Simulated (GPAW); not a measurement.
**Equation of state of diamond-structure C (space group 227): energy against volume (GPAW, LDA)**

```
CELL_PARAMETERS angstrom
      0.00000     1.71413     1.71413
      1.71413     0.00000     1.71413
      1.71413     1.71413     0.00000
ATOMIC_POSITIONS crystal
  C  0.50000 0.50000 0.50000
  C  0.75000 0.75000 0.75000
```

Computed with LDA (Perdew-Wang 92), GPAW PAW datasets LDA (gpaw-data 1.0.1) (plane waves; GPAW). Settings: mode = pw; ecut = 1040 eV; xc = LDA; kpts = 16 16 16; mesh shift (steps) = 0 0 0; occupations.name = fermi-dirac; occupations.width = 0.01 eV; nbands = -8; convergence.forces = 0.001 eV/Å; convergence.bands = -6; symmetry.symmorphic = false; symmetry.tolerance = 0.0005; maxiter = 120. The cell above is the first row's. The rows scale it uniformly. In all rows fractional positions and the k mesh are held. E is the free energy at the stated smearing, counted from the lowest row.

```csv
V (Å^3/atom),E (meV/atom)
5.0366,68.72
5.1461,39.26
5.2555,18.50
5.3650,5.65
5.4745,0.00
5.5840,0.93
5.6935,7.86
5.8030,20.26
5.9125,?
```

Taking the third-order Birch-Murnaghan form, a cubic in V^(-2/3) for E over the 8 complete rows: With u = V^(-2/3) - 0.324, the rows have u = 0.016336, 0.011491, 0.006819, 0.002302, -0.002063, -0.006286, -0.010373, -0.014331. Least squares gives E = 1.835 + 1251.65·u + 175634·u² - 99017·u³. Residuals (row less fit): -0.001, 0.001, -0.005, 0.004, -0.001, -0.002, 0.000, 0.000; standard error 0.004 (degrees of freedom: 4). Its minimum lies at u = -0.003553, so V0 = (0.320447)^(-3/2) = 5.513. There d²E/du² = 353400 and d³E/du³ = -594100, so B0 = (4/9) × 5.513^(-7/3) × 353400 × 0.160218 = 469 GPa (the last factor turns the table's units into GPa), and B0' = 4 + (2/3) × 0.320447 × (-594100)/353400 = 3.6. The program's pressures in the fitted runs (not shown) pass through zero at V = 5.51, 0.10 % from this V0.

Q: What does the fit predict for E at V = 5.9125, and how far is the calculated value from it?

A: u = -0.018166, so E = 1.835 + 1251.65 × (-0.018166) + 175634 × (-0.018166)² - 99017 × (-0.018166)³ = 37.651 meV/atom. The calculation gives 37.63 meV/atom, 0.021 meV/atom below the prediction (under 0.05 % of the range of E in the table). The row lies outside the fitted rows, so this is an extrapolation. From the scatter of the fitted rows alone, a prediction at this place has a standard error of 0.009 meV/atom, so the miss is 2.4 times that.

Carrying the step between the two nearest rows on in a straight line would have given 32.66, off by 4.97; series whose last step already gives the withheld value aren't shown. The scan was laid around a cell of about the measured size, scaled by a guess for this functional. The runs keep the symmetry of the cell, so they don't test it for distortions. Cutoffs and mesh are single choices, not tested for convergence of this quantity. Series with a scatter that would blur these digits, or in which a gap closes, are not shown. Nor are scans whose minimum lies at an end fitted in this form.
